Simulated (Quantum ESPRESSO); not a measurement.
# Variants of one calculation on YSb (Pm-3m, 2 atoms in the cell)

```
YSb
1.0
    3.73478     0.00000     0.00000
    0.00000     3.73478     0.00000
    0.00000     0.00000     3.73478
Y Sb
1 1
Direct
  0.00000   0.00000   0.00000
  0.50000   0.50000   0.50000
```

Base run A: Quantum ESPRESSO with PBEsol, GBRV 1.5 ultrasoft (PBESOL) pseudopotentials, self-consistent single point.

Its settings: ecutwfc = 40 Ry; ecutrho = 320 Ry; occupations = smearing; smearing = cold; degauss = 0.0073499 Ry; potentials = {Y: y_pbesol_v1.4.uspp.F.UPF, Sb: sb_pbesol_v1.4.uspp.F.UPF}; K_POINTS = automatic 6 6 6 0 0 0; conv_thr = 1e-10 Ry.

The starting cell comes from a database of computed structures (which also holds hypothetical and non-ambient phases and stackings), without a prior relaxation at this level. Its lattice was rescaled by a random factor within 2.5 % of one.

ΔF is the free energy per atom less that of run A. A dash stands where there is no value to compare (another energy zero or no entropy term, no result, no spin, no clean gap, or a mesh too coarse for one). Total energies depend on the potentials, the functional and any Hubbard or dispersion term, so they are compared only between runs that share all of them.

Run A gave: pressure (GPa) 0.76; k-points 20; valence electrons 26.

Runs:
- B: 2 x 2 x 1 supercell, mesh divided to match; K_POINTS: automatic 6 6 6 0 0 0 → automatic 3 3 6 0 0 0
- C: lattice scaled by 0.97
- D: pseudopotentials: {Y: y_pbesol_v1.4.uspp.F.UPF, Sb: sb_pbesol_v1.4.uspp.F.UPF} → {Y: y_pbe_v1.4.uspp.F.UPF, Sb: sb_pbe_v1.4.uspp.F.UPF}; input_dft: default → rvv10 [rVV10]
- E: degauss: 0.0073499 Ry → 0.002205 Ry; K_POINTS: automatic 6 6 6 0 0 0 → automatic 4 4 4 0 0 0
- F: K_POINTS: automatic 6 6 6 0 0 0 → automatic 6 6 6 0 0 1
- G: degauss: 0.0073499 Ry → 0.0147 Ry
- H: ecutwfc: 40 Ry → 16 Ry; ecutrho: 320 Ry → 128 Ry
- I: ecutrho: 320 Ry → 120 Ry
- J: mixing_ndim: default → 20
- K: nosym: default → true; noinv: default → true
- L: mixing_beta: default → 0.3

Question: What does run H change against A?

Answer: The free energy rises by 35.3 eV/atom and the pressure goes from 0.76 to -738.7 GPa.

```
run  ΔF (meV/atom)  pressure (GPa)  k-points  valence electrons
---  -------------  --------------  --------  -----------------
A             0.00            0.76        20                 26
B             0.00            0.76        12                104
C             63.9            8.66        20                 26
D                –            5.07        20                 26
E             23.9            0.63        10                 26
F            -0.70            0.67        30                 26
G            -0.91            0.66        20                 26
H          35273.3         -738.71        20                 26
I            -0.23            0.81        20                 26
J             0.00            0.76        20                 26
K             0.00            0.76       216                 26
L             0.00            0.75        20                 26
```
